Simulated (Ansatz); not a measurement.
Ansatz (a quantum-chemistry and plane-wave program) run on TiCo (P4mm, 2 atoms in the cell): self-consistent single point.

Level of theory: LDA (PW92), PAW files made with PBE (plane waves; Ansatz).

The change in words: lattice scaled by 0.98; basis.ecutwfc: 420 eV → 295 eV. Reference geometry:
```
TiCo
1.0
    2.98103     0.00000     0.00000
    0.00000     2.98103     0.00000
    0.00000     0.00000     2.98103
Ti Co
1 1
Direct
  0.00000   0.00000   0.01677
  0.50000   0.50000   0.50000
```

Reference input (self-consistent single point, DFT, LDA (PW92), plane waves, PAW files made with PBE): basis.ecutwfc = 420 eV; kpoints.mp_grid.grid = 11 11 11; hamiltonian.xc = lda; hamiltonian.pseudopotentials = {kind: paw} (the program's default PAW files); scf.occupations.method = fermi_dirac; scf.occupations.width = 0.1 eV. This run's input differs from it in these lines:

Ansatz 0.2 input:
```diff
@@ -2,5 +2,5 @@
   lattice:
-    - [2.98103000, 0.00000000, 0.00000000]
-    - [0.00000000, 2.98103000, 0.00000000]
-    - [0.00000000, 0.00000000, 2.98103000]
+    - [2.92140900, 0.00000000, 0.00000000]
+    - [0.00000000, 2.92140900, 0.00000000]
+    - [0.00000000, 0.00000000, 2.92140900]
   atoms:
@@ -9,3 +9,3 @@
 basis:
-  ecutwfc: 420.0 eV
+  ecutwfc: 295.0 eV
 kpoints:
```

The program printed (abridged):

```
SCF iter   1: F=—  HF=-7514.009814 eV  |F-HF|=—  |Δ(HF+E_count)|=         —  Δρ=7.07e-2  dr2=1.15e0  ethr=3.10e-3  ⟨swp⟩=4.0  Hψ=8662  notcnv=0
all-band conjugate gradients solve this SCF's bands
preconditioner: auto → none
SCF iter   2: F=—  HF=-7513.882623 eV  |F-HF|=—  |Δ(HF+E_count)|=   1.27e-1  Δρ=1.11e-1  dr2=3.21e0  ethr=3.10e-3  ⟨swp⟩=2.3  Hψ=4934  notcnv=0  recentre
   [... lines left out ...]
SCF iter   5: F=—  HF=-7513.673423 eV  |F-HF|=—  |Δ(HF+E_count)|=   1.15e-3  Δρ=3.10e-3  dr2=1.81e-3  ethr=1.94e-4  ⟨swp⟩=1.0  Hψ=2938  notcnv=0
SCF iter   6: F=—  HF=-7513.673337 eV  |F-HF|=—  |Δ(HF+E_count)|=   8.64e-5  Δρ=2.90e-4  dr2=1.44e-5  ethr=6.25e-6  ⟨swp⟩=1.0  Hψ=2418  notcnv=0
SCF iter   7: F=—  HF=-7513.673322 eV  |F-HF|=—  |Δ(HF+E_count)|=   1.45e-5  Δρ=3.65e-5  dr2=2.50e-7  ethr=4.96e-8  ⟨swp⟩=2.2  Hψ=3196  notcnv=0
SCF iter   8: F=-7513.673322 eV  HF=-7513.673322 eV  |F-HF|=6.76e-10  |Δ(HF+E_count)|=   7.72e-9  Δρ=2.27e-6  dr2=9.51e-10  ethr=3.45e-10  ⟨swp⟩=3.3  Hψ=6775  notcnv=0
SCF 1 converged in 8 iterations: F = -7513.673322 eV  dr2 = 9.51e-10
Free energy (F): -7513.673322 eV
Internal energy: -7513.590345 eV  (E = F + TS)
E sigma→0 (E₀):  -7513.631833 eV
Entropy (-TS):   -0.082978 eV (-41.489 meV/atom)
Fermi energy:    17.470214 eV
--- Forces (eV/Å), atoms counted from 1 ---
  atom   1  Ti     0.00000000     0.00000000    -0.24801360
  atom   2  Co    -0.00000000     0.00000000     0.24800629
--- Stress (GPa, compression-positive) ---
       -3.518177       0.000000       0.000000
        0.000000      -3.518177       0.000000
        0.000000       0.000000      -3.651785
  P = ⅓ Tr σ = -3.5627 GPa (-35.627 kbar)
  The stress holds the Pulay correction. Without it, at fixed plane waves, as pw.x and ABINIT print it: P = -23.7002 GPa
```

The run converged in 8 iterations. Against the reference run the free energy goes up by 123 meV/atom, the pressure goes from -14.10 to -3.56 GPa and the largest force goes from 0.166 to 0.248 eV/Å.

The starting cell has typed, rounded lattice constants, without a prior relaxation at this level. Its lattice was rescaled by up to half a per cent. One atom was moved a little off its site on purpose. For this run, on top of that: lattice scaled by 0.98. Spin polarisation is off. Ansatz's pressure includes its estimate of the finite-basis (Pulay) stress. Without the estimate this run gives -23.70 GPa. The cutoff lies below the one recommended for these files.
